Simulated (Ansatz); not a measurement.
The starting structures come from a database of crystals and need not be the phases stable at ambient conditions.

Consider the following.

```
Cs2GaLiF6
1.0
    5.17960     0.00000     0.00000
    0.00000    11.01737     0.00000
    0.00000     5.50868     3.18044
Cs Li Ga F
2 1 1 6
Cartesian
  1.38932   3.67245   0.00000
  3.79028   7.34492   0.00000
  2.58980   0.00000   0.00000
  0.00000   0.00000   0.00000
  3.99197  10.25524   1.32004
  1.18763   6.27081   1.86040
  3.99197   1.52425   0.00000
  1.18763   9.49311   0.00000
  3.99197   4.74656   1.86040
  1.18763  11.77949   1.32004
```

Space group of this cell: P-3m1. The cell is taken as given; by PBEsol its mean pressure is -2.5 GPa.

Transport runs along the normal of the first two printed cell vectors, the (110) plane of the conventional cell.

No gap correction and no spin-orbit coupling; mid-gap values are interpolated between computed energies.

**Question.** Predict the band gap and the smallest decay constant κ at mid-gap from PBEsol (Ansatz, a program for electronic structure).

**Answer.** Gap 6.03 eV on a 6×10×10 mesh; κ = 0.463 1/Å, at the zone centre.
